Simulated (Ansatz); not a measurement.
Start from TaN in the rock salt structure (space group Fm-3m, No. 225; a = 4.376 Å; relaxed with 0.1 eV smearing). Axes: x, y, z lie along the cube axes.

Structures relaxed with PBEsol (Ansatz, a first-principles code), no spin-orbit coupling.

Base:

Simulated powder pattern, Cu Kα1, λ = 1.54056 Å (kinematic, ideal powder, no thermal factors, no anomalous dispersion; the 14 strongest lines at most, above 2 %, up to 2θ = 90°):

| 2θ (°) | I/Imax (%) | hkl |
|---|---|---|
| 35.50 | 100 | (111) |
| 41.23 | 67 | (200) |
| 59.72 | 45 | (220) |
| 71.44 | 43 | (311) |
| 75.15 | 15 | (222) |
| 89.51 | 7.8 | (400) |

Modification: tensor shear ε_xz = +2.32 % (engineering shear γ = 0.0464); the atoms relax in the strained cell.

**Question.** How do the reflections move or split?

**Answer.** 
Simulated powder pattern, Cu Kα1, λ = 1.54056 Å (kinematic, ideal powder, no thermal factors, no anomalous dispersion; the 14 strongest lines at most, above 2 %, up to 2θ = 90°):

```tsv
2θ (°)	d (Å)	I/Imax (%)	hkl
34.95	2.565	100	(111)
36.09	2.487	92	(1 1 -1)
41.23	2.188	43	(020)
41.26	2.186	86	(200)
58.23	1.583	16	(202)
59.75	1.547	58	(220)
61.29	1.511	13	(2 0 -2)
70.45	1.335	29	(311)
71.10	1.325	14	(131)
71.80	1.314	14	(1 3 -1)
72.54	1.302	27	(3 1 -1)
73.82	1.283	16	(222)
76.55	1.243	14	(2 2 -2)
89.61	1.093	9.9	(400)
```

The indices refer to the base's conventional cell; one index is shown for lines that coincide. The space group is now Immm (No. 71).

No phonon test of stability was made. The final runs are not spin-polarised. This is not the structure that TaN has at room temperature and ambient pressure.
